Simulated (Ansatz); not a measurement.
Consider TiS2 in the CdI2 type structure (space group P-3m1, No. 164; a = 3.361 Å, c = 5.522 Å; layered, stacked along the Cartesian z axis).

Computed with Kohn–Sham DFT with the PBE-D3(BJ) functional, run in Ansatz (a quantum-chemistry and plane-wave program) with PAW and 420 eV plane waves, spin-orbit coupling left out.

| level | lattice parameter a | lattice parameter c |
|---|---|---|
| PBE-D3(BJ) | 3.361 Å | 5.522 Å |

What does experiment give, and how far off is each level?

Measured: lattice parameter a 3.4073 Å (temperature not stated; as listed in R.R. Chianelli, J.C. Scanlon, A.H. Thompson, Materials Research Bulletin (1975)); lattice parameter c 5.6953 Å (temperature not stated; as listed in R.R. Chianelli, J.C. Scanlon, A.H. Thompson, Materials Research Bulletin (1975)). Computed minus measured — lattice parameter a: PBE-D3(BJ) -1.4 %; lattice parameter c: PBE-D3(BJ) -3.0 %. Measured values not marked as corrected hold thermal and zero-point effects that the static-lattice runs lack.

No phonon test of stability was made. All final runs are without spin polarisation.
